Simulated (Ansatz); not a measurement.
A dielectric-response calculation of SrAlSiH (P3m1, 4 atoms in the cell) with Ansatz (a first-principles code).

Computed with LDA (PW92), default PAW files made with PBE (plane waves; Ansatz).

```
SrAlSiH
1.0
    4.25054     0.00000     0.00000
   -2.12527     3.68107     0.00000
    0.00000     0.00000     4.98960
Sr Al Si H
1 1 1 1
Cartesian
  0.00000   0.00000   0.00090
  2.12527   1.22702   2.29736
  0.00000   2.45405   2.76793
  2.12527   1.22702   0.53713
```

Reference input (self-consistent single point, DFT, LDA (PW92), plane waves, default PAW files made with PBE): basis.ecutwfc = 420 eV; kpoints.mp_grid.grid = 7 7 5; hamiltonian.xc = lda; hamiltonian.pseudopotentials = {kind: paw} (the program's default PAW files); scf.occupations.method = fermi_dirac; scf.occupations.width = 0.02 eV. This run's input differs from it in these lines:

Ansatz 0.2 input:
```diff
@@ -11,3 +11,3 @@
 basis:
-  ecutwfc: 420.0
+  ecutwfc: 250.0
 kpoints:
@@ -18,7 +18,4 @@
 scf:
-  occupations: { method: fermi_dirac, width: 0.02 }
-output:
-  forces: true
-  eigenvalues: true
-  stress: true
+  occupations: { method: fixed }
+dielectric: {}
```

Log, with long lists cut:

```
SCF iter   1: F=—  HF=-4583.086825 eV  |F-HF|=—  |Δ(HF+E_count)|=         —  Δρ=7.10e-3  dr2=2.90e-2  ethr=1.77e-3  ⟨swp⟩=4.9  Hψ=5194  notcnv=0  defer=137
all-band conjugate gradients solve this SCF's bands
preconditioner: auto → Resta (q_TF=auto, 2.136 Å⁻¹)
SCF iter   2: F=—  HF=-4583.080754 eV  |F-HF|=—  |Δ(HF+E_count)|=   6.07e-3  Δρ=3.65e-3  dr2=8.98e-3  ethr=1.61e-4  ⟨swp⟩=1.0  Hψ=1514  notcnv=0  defer=121
   [... lines left out ...]
SCF iter   5: F=—  HF=-4583.078673 eV  |F-HF|=—  |Δ(HF+E_count)|=   3.54e-7  Δρ=2.88e-5  dr2=9.21e-7  ethr=1.01e-7  ⟨swp⟩=2.0  Hψ=1502  notcnv=0  defer=5
SCF iter   6: F=—  HF=-4583.078679 eV  |F-HF|=—  |Δ(HF+E_count)|=   6.30e-6  Δρ=6.94e-6  dr2=7.94e-8  ethr=5.12e-9  ⟨swp⟩=2.2  Hψ=1291  notcnv=0  defer=5
SCF iter   7: F=—  HF=-4583.078679 eV  |F-HF|=—  |Δ(HF+E_count)|=   1.56e-8  Δρ=1.36e-6  dr2=2.59e-9  ethr=4.41e-10  ⟨swp⟩=2.3  Hψ=1277  notcnv=0  defer=5
SCF iter   8: F=-4583.078679 eV  HF=-4583.078679 eV  |F-HF|=5.46e-12  |Δ(HF+E_count)|=  5.03e-10  Δρ=1.64e-7  dr2=1.65e-11  ethr=1.00e-12  ⟨swp⟩=4.2  Hψ=5043  notcnv=0
SCF 1 converged in 8 iterations: F = -4583.078679 eV  dr2 = 1.65e-11
DFPT response loops at Γ: preconditioner auto → Resta (q_TF=auto, 2.136 Å⁻¹)  ε∞=9.6 (no band partly filled) …
── the response to a field inside a basis, on 10×10×8 k-points: an SCF that follows is theirs, and a resumed run solves both again ──
Crystal: 4 atoms, lattice volume = 78.070 Å³
Bands: 10, of which v1, the nominal top of the filled ones, is band 9 counted from 1 (8 counted from 0)
k-points: 220 of 800 (irreducible under 2 space group operations, time reversal used)
Initial density: handed on by an earlier stage of this run
   [... lines left out ...]
Free energy (F): -4583.078679 eV
Fermi energy:    6.331540 eV
   [... lines left out ...]
        -0.00000   -0.00000   -2.12579
    site 3:
        -1.37178   -0.00000   -0.00000
        -0.00000   -1.37178   -0.00000
        -0.00000   -0.00000   -1.68721
  Z* charge neutrality: 1.071e-2 e pre-enforcement
  solved inside a basis spanned on kpoints, on 10×10×8 k-points, its susceptibility summed on 14×14×12 …
```

The run converged in 12 iterations. 

Summary of the result:
* **Free energy E − TS (on the zero of these files)**: -4583.0787 eV
* **Top of the valence band (on the code's own zero)**: 6.33 eV
* **Gap on the k-point mesh**: 0.66 eV
* **ε∞ at this k-point mesh, which may be far from converged in small-gap cells (xx, yy, zz)**: 14.9, 14.9, 12.3
* **Born charges at this mesh (mean of the diagonal, e)**: Sr 2.19, Al 1.93, Si -2.65, H -1.48

The starting cell comes from a database of computed structures (which also holds hypothetical and non-ambient phases and stackings), without a prior relaxation at this level. Its lattice was rescaled by up to half a per cent. The cutoff lies below the one recommended for these files.

Cost on one core of a shared machine: roughly 2 min.
